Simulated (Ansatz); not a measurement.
A computed series for Nb: response to strain

Consider Nb in the bcc (W type) structure (space group Im-3m, No. 229; relaxed with 0.1 eV smearing).

```xyz
1
Lattice="-1.6522 1.6522 1.6522 1.6522 -1.6522 1.6522 1.6522 1.6522 -1.6522" Properties=species:S:1:pos:R:3 pbc="T T T"
Nb     0.0000     0.0000     0.0000
```

Strains are applied to the cell and any free atomic positions relax.

The values are results of r2SCAN, PAW, 500 eV (Ansatz, a first-principles code; without spin-orbit coupling), not measurements.

Notes on the quantities. energy relative to the base: free energy F.

```tsv
isotropic strain (%)	energy relative to the base (meV/atom)
-5.1	261.4
-4.91	?
-0.82	6.0
0	0.0
5.56	236.0
```

Fit ΔE = Aε² + Bε³ (ε in %) to the rows shown and predict the withheld row.

Least squares on the printed values gives A = 8.89 and B = -0.23 meV/atom (largest residual 0.1 meV/atom); this predicts 241.2 meV/atom, and the run gives 241.0 meV/atom, 0.2 lower.

Stability against distortions was not tested. All final runs are without spin polarisation.
